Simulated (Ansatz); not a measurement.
# Several settings converged on SiO2 (P4_2/mnm, 6 atoms in the cell)

```yaml
crystal:
  lattice:
    - [4.19254, 0.00000, 0.00000]
    - [0.00000, 4.19254, 0.00000]
    - [0.00000, 0.00000, 2.67801]
  atoms:
    - { symbol: Si, position: [0.00000, 0.00000, 0.00000] }
    - { symbol: Si, position: [0.50000, 0.50000, 0.50000] }
    - { symbol: O, position: [0.30600, 0.30600, 0.00000] }
    - { symbol: O, position: [0.80600, 0.19400, 0.50000] }
    - { symbol: O, position: [0.19400, 0.80600, 0.50000] }
    - { symbol: O, position: [0.69400, 0.69400, 0.00000] }
```

Base method: PBE (plane waves, PAW; Ansatz, a first-principles code).

Base settings: basis.ecutwfc = 30.9 Ry; kpoints.mp_grid.grid = 6 6 9; hamiltonian.xc = pbe; hamiltonian.pseudopotentials = {kind: paw} (the program's default PAW files); scf.occupations.method = fermi_dirac; scf.occupations.width = 0.0015 Ry.

Core times come from one kind of shared machine, to one figure; runs under 30 s give none.

**Zone-centre phonons against the SCF threshold**

In this ladder: scf.occupations.method = fixed; scf.occupations.width = default; phonons.method = dfpt; phonons.dielectric = true; phonons.rigid_motions = translations.

The mesh stays at the base's, so the ladder's end is converged at best in this setting alone.

Only quantities that move along the ladder and can be compared are tabulated.

ε∞ and Born charges come from denser meshes that the program picks itself.

| scf.convergence.dr2_threshold | largest Born charge (mean of the diagonal) (e) | core time / last (rough) |
|---|---|---|
| 0.001 eV | 3.927 | 0.6 |
| 1e-05 eV | 3.915 | 0.7 |
| 1e-07 eV | 3.914 | 0.9 |
| 1e-09 eV | 3.914 | 0.9 |
| 1e-11 eV | 3.914 | 1 |

Coarsest scf.convergence.dr2_threshold that holds the largest Born charge (mean of the diagonal) within 0.01 e of the last step, with all finer ones: 1e-05 eV; the step before is off by 0.013 e.

**Zone-centre phonons against the mesh**

In this ladder: scf.occupations.method = fixed; scf.occupations.width = default; phonons.method = dfpt; phonons.dielectric = true; phonons.rigid_motions = translations.

Frequencies are those of the unrelaxed cell, without the LO-TO term of polar crystals.

Only quantities that move along the ladder and can be compared are tabulated.

| kpoints.mp_grid.grid | highest zone-centre frequency (cm⁻¹) | lowest optical frequency (cm⁻¹) | core time / last (rough) |
|---|---|---|---|
| 2 2 3 | 931.3 | 217.4 | – |
| 3 3 5 | 934.7 | 214.3 | – |
| 5 5 8 | 934.7 | 213.6 | 0.07 |
| 8 8 12 | 934.7 | 213.6 | 0.2 |
| 12 12 18 | 934.7 | 213.6 | 1 |

Coarsest kpoints.mp_grid.grid that holds the highest zone-centre frequency within 2 cm⁻¹ of the last step, with all finer ones: 3 3 5; the step before is off by 3.4 cm⁻¹.

Coarsest kpoints.mp_grid.grid that holds the lowest optical frequency within 1 cm⁻¹ of the last step, with all finer ones: 3 3 5; the step before is off by 3.8 cm⁻¹.

On the base run: the starting cell has typed, rounded lattice constants, without a prior relaxation at this level. Its lattice was rescaled by up to half a per cent. In the base run, with a pressure of about 7 GPa the cell is away from its equilibrium volume at this level.

Left out of this page: 1 run of the series stopped by limits of time or memory.

Keys are those of Ansatz 0.2.
